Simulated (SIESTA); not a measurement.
# A self-consistent single point of Pd (Fm-3m, 1 atom in the cell) with SIESTA

Method: GGA PBE, numerical atomic orbitals DZP, PseudoDojo PBE standard norm-conserving potentials (rewritten from UPF to PSML) (SIESTA 5.4.2).

Input:

```
# files in the folder: Pd.psml (PseudoDojo PBE standard)
SystemName  Pd
SystemLabel Pd

NumberOfAtoms                1
NumberOfSpecies              1
%block ChemicalSpeciesLabel
  1 46 Pd
%endblock ChemicalSpeciesLabel
LatticeConstant              1.0 Ang
%block LatticeVectors
     0.000000000    1.950835000    1.950835000
     1.950835000    0.000000000    1.950835000
     1.950835000    1.950835000    0.000000000
%endblock LatticeVectors
AtomicCoordinatesFormat      ScaledCartesian
%block AtomicCoordinatesAndAtomicSpecies
     0.000000000    0.000000000    0.000000000  1
%endblock AtomicCoordinatesAndAtomicSpecies

XC.functional                GGA
XC.authors                   PBE
PAO.BasisSize                DZP
PAO.EnergyShift              0.005 Ry
MeshCutoff                   350 Ry
%block kgrid.MonkhorstPack
    7   0   0  0.0
    0   7   0  0.0
    0   0   7  0.0
%endblock kgrid.MonkhorstPack
OccupationFunction           FD
ElectronicTemperature        1160.45 K

MaxSCFIterations             150
SCF.Mixer.Method             Pulay
SCF.Mixer.Weight             0.25
SCF.Mixer.History            8
SCF.DM.Tolerance             1.0E-05
Diag.ParallelOverK           true
WriteForces                  true
```

Output (repeated stretches shortened):

```
reinit: Reading from file input.fdf

reinit: System Name: Pd
reinit: System Label: Pd

coor:   Atomic-coordinates input format  =     Cartesian coordinates
coor:                                          (in units of alat)

siesta: Atomic coordinates (Bohr) and species
siesta:      0.00000   0.00000   0.00000  1        1

siesta: System type = bulk

initatomlists: Number of atoms, orbitals, and projectors:      1    19    18

siesta: ******************** Simulation parameters ****************************
redata: Spin configuration                          = none
redata: Time-Reversal Symmetry                      = T
redata: Number of Atomic Species                    =        1
redata: Mesh Cutoff                                 =   350.0000 Ry
redata: Net charge of the system                    =     0.0000 |e|
redata: Min. number of SCF Iter                     =        0
redata: Max. number of SCF Iter                     =      150
redata: SCF convergence failure will abort job
redata: SCF mix quantity                            = Hamiltonian
redata: Mix DM or H after convergence               =   F
redata: Recompute H after scf cycle                 =   F
redata: Mix DM in first SCF step                    =   T
redata: No kicks to SCF
redata: DM Mixing Weight for Kicks                  =     0.5000
redata: Require Harris convergence for SCF          =   F
redata: Harris energy tolerance for SCF             =     0.000100 eV
redata: Require DM convergence for SCF              =   T
redata: DM tolerance for SCF                        =     0.000010
redata: Require EDM convergence for SCF             =   F
redata: EDM tolerance for SCF                       =     0.001000 eV
redata: Require H convergence for SCF               =   T
redata: Hamiltonian tolerance for SCF               =     0.001000 eV
redata: Require (free) Energy convergence for SCF   =   F
redata: (free) Energy tolerance for SCF             =     0.000100 eV
redata: Using DFT-D3 dispersion                     =   F
redata: Using Saved Data (generic)                  =   F
redata: Method of Calculation                       = Diagonalization
redata: Electronic Temperature                      =  1160.4500 K
redata: Number of TDED substeps                     =        3
redata: Dynamics option                             = Single-point calculation
redata: Save all siesta data in one NC              =   F
redata: ***********************************************************************

%block SCF.Mixers
  Pulay
%endblock SCF.Mixers

%block SCF.Mixer.Pulay
  # Mixing method
  method pulay
  variant stable

  # Mixing options
  weight 0.2500
  weight.linear 0.2500
  history 8
%endblock SCF.Mixer.Pulay

DM_history_depth set to one: no extrapolation allowed by default for geometry relaxation
Size of DM history Fstack: 1
Total number of electrons:    18.000000
Total ionic charge:    18.000000

* ProcessorY, Blocksize:    1  20

* Orbital distribution balance (max,min):    19    19

 Kpoints in:          196 . Kpoints trimmed:          172

siesta: k-grid: Number of k-points = 172
siesta: k-points from Monkhorst-Pack grid
siesta: k-cutoff (effective) =     9.656 Ang
siesta: k-point supercell and displacements
siesta: k-grid:     7     0     0      0.000
siesta: k-grid:     0     7     0      0.000
siesta: k-grid:     0     0     7      0.000

diag: Algorithm                                     = D&C
diag: Parallel over k                               =   F
diag: Use parallel 2D distribution                  =   F
diag: Parallel block-size                           = 20
diag: Parallel distribution                         =     1 x     1
diag: Used triangular part                          = Lower
diag: Absolute tolerance                            =  0.100E-15
diag: Orthogonalization factor                      =  0.100E-05
diag: Memory factor                                 =  1.0000

superc: Internal auxiliary supercell:     9 x     9 x     9  =     729
superc: Number of atoms, orbitals, and projectors:    729  13851  13122

                        Single-point calculation

superc: Internal auxiliary supercell:     9 x     9 x     9  =     729
superc: Number of atoms, orbitals, and projectors:    729  13851  13122

outcell: Unit cell vectors (Ang):
        0.000000    1.950835    1.950835
        1.950835    0.000000    1.950835
        1.950835    1.950835    0.000000

outcell: Cell vector modules (Ang)   :    2.758897    2.758897    2.758897
outcell: Cell angles (23,13,12) (deg):     60.0000     60.0000     60.0000
outcell: Cell volume (Ang**3)        :     14.8488
new_DM -- step:     1
Initializing Density Matrix...

Attempting to read DM from file... Failed...
DM filled with atomic data:

InitMesh: MESH = 30 x 30 x 30 = 27000
InitMesh: Mesh cutoff (required, used) =   350.000   490.190 Ry

stepf: Fermi-Dirac step function

        iscf     Eharris(eV)        E_KS(eV)     FreeEng(eV)     dDmax    Ef(eV) dHmax(eV)
   scf:    1    -3678.369889    -3686.145604    -3686.211670  0.465438 -6.684827  0.195667
   scf:    2    -3686.146996    -3686.146423    -3686.212761  0.009271 -6.663304  0.074488
   scf:    3    -3686.146284    -3686.146397    -3686.213022  0.006256 -6.656682  0.020574
   scf:    4    -3686.145618    -3686.146010    -3686.213066  0.006873 -6.675904  0.000402
   scf:    5    -3686.146021    -3686.146016    -3686.213066  0.000274 -6.675397  0.001632
   scf:    6    -3686.146016    -3686.146016    -3686.213066  0.000182 -6.676012  0.000807
   scf:    7    -3686.146016    -3686.146016    -3686.213066  0.000063 -6.675796  0.000047
   scf:    8    -3686.146016    -3686.146016    -3686.213066  0.000004 -6.675808  0.000003

SCF Convergence by DM+H criterion
max |DM_out - DM_in|         :     0.0000042732
max |H_out - H_in|      (eV) :     0.0000031064
SCF cycle converged after 8 iterations

Using DM_out to compute the final energy and forces

siesta: E_KS(eV) =            -3686.1460

siesta: E_KS - E_eggbox =     -3686.1460

siesta: Atomic forces (eV/Ang):
     1   -0.000000    0.000000    0.000000
   Tot   -0.000000    0.000000    0.000000
   Max    0.000000
   Res    0.000000    sqrt( Sum f_i^2 / 3N )
   Max    0.000000    constrained

Stress tensor Voigt[x,y,z,yz,xz,xy] (kbar):      -81.06      -81.06      -81.06       -0.17       -0.17       -0.17
(Free)E + p*V (eV/cell)    -3685.4618
Target enthalpy (eV/cell)    -3686.2131

siesta: Program's energy decomposition (eV):
siesta: Ebs     =      -614.275764
siesta: Eions   =      4961.255654
siesta: Ena     =       583.958075
siesta: Ekin    =      1233.496034
siesta: Enl     =        35.172324
siesta: Eso     =         0.000000
siesta: Edftu   =         0.000000
siesta: DEna    =        -2.089931
siesta: DUscf   =         0.013596
siesta: DUext   =         0.000000
siesta: Ex      =      -542.752765
siesta: Ec      =       -32.687695
siesta: Exc     =      -575.440461
siesta: Eharris =     -3686.146016
siesta: Etot    =     -3686.146016
siesta: FreeEng =     -3686.213066

siesta: Stress tensor (static) (eV/Ang**3):
siesta:    -0.050592   -0.000103   -0.000103
siesta:    -0.000103   -0.050592   -0.000103
siesta:    -0.000103   -0.000103   -0.050592

siesta: Cell volume =         14.848809 Ang**3

siesta: Pressure (static):
siesta:                Solid            Molecule  Units
siesta:           0.00055101          0.00055101  Ry/Bohr**3
siesta:           0.05059161          0.05059161  eV/Ang**3
siesta:          81.05669607         81.05669607  kBar
```

The run converged in 8 iterations.

The starting cell has typed, rounded lattice constants, without a prior relaxation at this level. Its lattice was rescaled by up to half a per cent. Spin polarisation is off. Values carry the incompleteness of an atom-centred basis. With a pressure of about 8 GPa the cell is away from its equilibrium volume at this level.
